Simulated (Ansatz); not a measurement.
Base system: CdTe in the zinc blende structure (space group F-43m, No. 216; a = 6.4086 Å). Axes: x, y, z lie along the cube axes.

Perturbation: the cell is stretched by 2.00 % along z with no lateral relaxation, atoms relaxed at fixed cell.

The values are results of Ansatz (a first-principles code) LDA, spin-orbit coupling left out, not measurements.

Question: Give the band edges at the high-symmetry points of the new zone, measured from its valence-band maximum.

Answer: 
| point | valence edge (eV) | conduction edge (eV) |
|---|---|---|
| Γ | 0.00 | 0.53 |
| X | -1.97 | 2.38 |
| P | -2.30 | 4.09 |
| N | -0.78 | 1.63 |
| M | -1.89 | 2.46 |
| S | -1.54 | 2.84 |
| S₀ | -1.54 | 2.84 |
| R | -2.32 | 4.20 |
| G | -2.32 | 4.20 |

The gap is 0.53 eV, direct at Γ.

With Te present, leaving out spin-orbit coupling can change the band edges. The cells carry an imposed strain or load. Whether these cells are dynamically stable was not tested. k-point labels follow each cell's own Brillouin zone.
